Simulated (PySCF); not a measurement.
PySCF 2.14.0, R2SCAN/def2-svpd, df: Ti(F)(OH)3(NH3) ([NH3]->[Ti]([OH])([OH])([OH])[F]), 12 atoms. The geometry is a generated start, not checked to be a minimum at this level.

| Property | Value |
|---|---|
| task | energy and gradient |
| method | r2scan |
| basis | def2-svpd |
| two-electron scheme | density fitting |
| mol.max_memory | 7000 MB |
| mf.init_guess | minao (default) |
| mf.DIIS | CDIIS (default) |
| mf.diis_space | 8 (default) |
| mf.conv_tol | 1e-09 (default) |
| basis functions (reference run) | 194 |
| grid points (reference run) | 991304 |

```xyz
12

Ti    -0.6340    -0.1992     0.1099
F     -0.1360    -1.0875     1.5410
O     -2.3686    -0.3932     0.2229
H     -2.7786    -1.2550     0.1025
O     -0.5892     1.5475     0.2676
H     -1.4273     2.0002     0.4139
O     -0.2990    -0.9781    -1.3971
H      0.3409    -0.9477    -2.1120
N      1.7472     0.2360     0.1250
H      2.4677     0.0861    -0.5722
H      2.0097    -0.2409     0.9825
H      1.6673     1.2318     0.3159
```
Charge 0, spin multiplicity 1.

The reference run has mf.grids.level = 8, mf.grids.prune = nwchem_prune (default); it is not itself proven converged. Single runs; times are not shown.

Settings tried, all else as in the reference:
- mf.grids.level = 5
- mf.grids.level = 1
- mf.grids.level = 0
- mf.grids.level = 3 (default)
- mf.grids.level = 3 (default), mf.grids.atom_grid = 75×302
- mf.grids.level = 3 (default), mf.grids.prune = treutler_prune
- mf.grids.level = 3 (default), mf.grids.atom_grid = 50×194
- mf.grids.level = 4
- mf.grids.level = 6
- mf.grids.level = 3 (default), no pruning
- mf.grids.level = 3 (default), mf.grids.atom_grid = 35×110
- mf.grids.level = 3 (default), mf.grids.atom_grid = 99×590
- mf.grids.level = 2

Q: Which settings reproduce the reference to 10 meV/atom in energy, 100 meV/Å in forces (largest component)?

A: Within it: mf.grids.level = 6; mf.grids.level = 5; mf.grids.level = 3 (default), mf.grids.atom_grid = 99×590; mf.grids.level = 4; mf.grids.level = 3 (default); mf.grids.level = 3 (default), mf.grids.prune = treutler_prune; mf.grids.level = 3 (default), no pruning; mf.grids.level = 3 (default), mf.grids.atom_grid = 75×302; mf.grids.level = 2. At the edge (between 0.75 and 1.33 times the tolerance): mf.grids.level = 3 (default), mf.grids.atom_grid = 50×194. Outside: mf.grids.level = 1; mf.grids.level = 3 (default), mf.grids.atom_grid = 35×110; mf.grids.level = 0.

```
setting                                                        grid points  energy against the reference  difference in forces (largest component)
-------------------------------------------------------------  -----------  ----------------------------  ----------------------------------------
the reference                                                       991304                             —                                         —
mf.grids.level = 6                                                  586496              +0.0044 meV/atom                                 1.9 meV/Å
mf.grids.level = 5                                                  401448               −0.050 meV/atom                                 2.4 meV/Å
mf.grids.level = 3 (default), mf.grids.atom_grid = 99×590           384000                +0.12 meV/atom                                 7.8 meV/Å
mf.grids.level = 4                                                  266472                −0.18 meV/atom                                  13 meV/Å
mf.grids.level = 3 (default)                                        150168                −0.19 meV/atom                                  17 meV/Å
mf.grids.level = 3 (default), mf.grids.prune = treutler_prune       132176                −0.19 meV/atom                                  18 meV/Å
mf.grids.level = 3 (default), no pruning                            242912                −0.19 meV/atom                                  18 meV/Å
mf.grids.level = 3 (default), mf.grids.atom_grid = 75×302           172696                −0.98 meV/atom                                  20 meV/Å
mf.grids.level = 2                                                  101712                 −1.3 meV/atom                                  64 meV/Å
mf.grids.level = 3 (default), mf.grids.atom_grid = 50×194            78552                 +2.0 meV/atom                                  85 meV/Å
mf.grids.level = 1                                                   48248                 −1.5 meV/atom                                 140 meV/Å
mf.grids.level = 3 (default), mf.grids.atom_grid = 35×110            34408                 +5.1 meV/atom                                 160 meV/Å
mf.grids.level = 0                                                   11552                  +92 meV/atom                                1300 meV/Å
```

Total energies are compared; such shifts often cancel in part in energy differences. The gradients leave out the derivatives of the grid weights. No test of the SCF solution's stability was run. The tolerance is a choice made for this comparison.
